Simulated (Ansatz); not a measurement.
## NaOH: pressure series

Start from NaOH (space group P2_1, No. 4; a cell from a computed database, its experimental status unchecked).

Space group P2₁ (No. 4); a = 3.4929 Å, b = 3.3936 Å, c = 5.0942 Å, α = 90.00°, β = 106.12°, γ = 90.00°

```
atom  site  symmetry       x       y       z
----  ----  --------  ------  ------  ------
Na      2a         1  0.1658  0.7966  0.2992
H       2a         1  0.5396  0.4372  0.0667
O       2a         1  0.6561  0.2661  0.2267
```

Cell and atoms are relaxed at each pressure.

Level of theory: PBEsol (Ansatz, a quantum-chemistry and plane-wave program, PAW, no spin-orbit coupling).

```
change            smallest direct gap  volume per atom
----------------  -------------------  ---------------
base                          3.76 eV          9.67 Å³
pressure −2 GPa               3.45 eV         10.32 Å³
pressure −1 GPa               3.60 eV                ?
pressure 0.3 GPa              3.80 eV                ?
pressure 0.7 GPa              3.85 eV                ?
pressure 1.5 GPa              3.94 eV          9.34 Å³
pressure 3 GPa                4.09 eV          9.08 Å³
pressure 5 GPa                4.27 eV                ?
pressure 7.5 GPa              4.47 eV          8.47 Å³
pressure 10 GPa               4.65 eV          8.21 Å³
```

Task: Some entries are withheld; estimate them.

Result: 
- pressure −1 GPa, volume per atom: 9.96 Å³
- pressure 0.3 GPa, volume per atom: 9.59 Å³
- pressure 0.7 GPa, volume per atom: 9.51 Å³
- pressure 5 GPa, volume per atom: 8.78 Å³

Load acts through the strain it causes; cell and atoms are relaxed under it. Stability against distortions was not tested. No other phases were tried under pressure.
